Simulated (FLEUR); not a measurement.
Input and output of a self-consistent single point for TiSi₂ (Fddd, 6 atoms in the cell) (FLEUR).

Level of theory: FLEUR with PBE, all-electron FLAPW (FLEUR), scalar-relativistic valence.

The change in words: lattice scaled by 0.98. Reference geometry:
```
CELL_PARAMETERS angstrom
      0.00000     4.20892     4.35754
      2.44256     0.00000     4.35754
      2.44256     4.20892     0.00000
ATOMIC_POSITIONS crystal
  Ti 0.50000 0.50000 0.50000
  Ti 0.75000 0.75000 0.75000
  Si 0.83743 0.16257 0.83743
  Si 0.16257 0.83743 0.16257
  Si 0.41257 0.08743 0.41257
  Si 0.08743 0.41257 0.08743
```

Reference input (self-consistent single point, DFT, PBE, all-electron FLAPW (FLEUR), scalar-relativistic valence): Kmax = 4.4 1/bohr; GmaxXC = 13.2 1/bohr; xcFunctional = pbe; jspins = 1; l_soc = F; mode = gauss; fermiSmearingEnergy = 0.00734986 Htr; mesh (inpgen div1-3) = 7 7 7; inpgen gamma flag = false; Gmax = 13.2 1/bohr; numbands = 0; maxIterBroyd = 99. This run's input differs from it in these lines:

```diff
@@ -3,5 +3,5 @@
 &input film=f /
--0.0000000000 7.9537136394 8.2345496182
-4.6157637738 0.0000000000 8.2345496182
-4.6157637738 7.9537136394 0.0000000000
+-0.0000000000 7.7946402736 8.0698580967
+4.5234487629 -0.0000000000 8.0698580967
+4.5234487629 7.7946402736 -0.0000000000
 1.0
@@ -47,5 +47,5 @@
          <bravaisMatrix>
-            <row-1>    0.0000000000000000     7.9537136394000001     8.2345496182000009</row-1>
-            <row-2>    4.6157637738000004     0.0000000000000000     8.2345496182000009</row-2>
-            <row-3>    4.6157637738000004     7.9537136394000001     0.0000000000000000</row-3>
+            <row-1>    0.0000000000000000     7.7946402735999998     8.0698580967000009</row-1>
+            <row-2>    4.5234487629000002     0.0000000000000000     8.0698580967000009</row-2>
+            <row-3>    4.5234487629000002     7.7946402735999998     0.0000000000000000</row-3>
          </bravaisMatrix>
```

Output, abridged:

```
 Iteration:     1   Distance:       5.92893381 me/bohr^3
 Iteration:     2   Distance:       5.53133487 me/bohr^3
 Iteration:     3   Distance:       1.88193152 me/bohr^3
 Iteration:     4   Distance:       0.78983975 me/bohr^3
 Iteration:     5   Distance:       0.65823868 me/bohr^3
   [... 7 lines left out ...]
 Iteration:    13   Distance:       0.00009874 me/bohr^3
 Iteration:    14   Distance:       0.00001679 me/bohr^3
 Iteration:    15   Distance:       0.00001734 me/bohr^3
 Iteration:    16   Distance:       0.00000105 me/bohr^3
 Reset of history
 Run finished successfully
 Stop message:
   Structural relaxation: new displacements generated

[file out, last iteration]
             iter=     17
[...]
          total density-effective poten   -4.5023040673E+03
          total charge density-energy d   -1.6815776537E+02
 Updated energy parameters for spin:           1
[...]
 fermi energy and band-weighting factors:

[...]
FERMIE:
          first approx. to ef    (T=0)  :   0.395511 htr   (energy of the highest occ. eigenvalue)
          number of occ. states  (T=0)  :       1285
          first approx. to seigv (T=0)  : -10.593797 htr
          sum of weights of occ. states :  20.008746
          sum of semicore charge        :   0.000000 e
          fermi energy=   0.39580 har   work function= -10.77037 ev
          number of valence electrons=  40.00000
   [... lines left out ...]
          total moment                 =     0.00000
 Direct bandgap for spin            1 :    6.0681693622308686E-003  Htr
 ---->    free energy=                     -2867.9022850967 htr
   [... lines left out ...]
      extrapolation for T->0
 ---->    total electron energy=           -2867.9022850967 htr
 ***** TOTAL FORCES ON ATOMS *****
 TOTAL FORCE FOR ATOM TYPE=  1  X=  3.393   Y=  5.846   Z=  6.052
                       FX_TOT= 0.000000 FY_TOT= 0.000000 FZ_TOT= 0.000000
 TOTAL FORCE FOR ATOM TYPE=  2  X= -1.131   Y= -4.483   Z= -2.017
                       FX_TOT= 0.000000 FY_TOT=-0.000261 FZ_TOT= 0.000000
```

The run converged in 16 iterations. FLEUR gives forces in its relaxation mode, with a further iteration, so its stop message speaks of a relaxation. Against the reference run the total energy falls by 15.8 meV/atom.

The starting cell comes from a database of computed structures (which also holds hypothetical and non-ambient phases and stackings), without a prior relaxation at this level. Its lattice was rescaled by a random factor within 2.5 % of one. For this run, on top of that: lattice scaled by 0.98. Spin polarisation is off. Values depend on the basis (sphere radii, cutoffs, local orbitals), which need not be converged. The log's line on a gap gives a spacing of levels on this mesh, which the program prints for metals too.

Cost on one core of a shared machine: roughly 5 min.
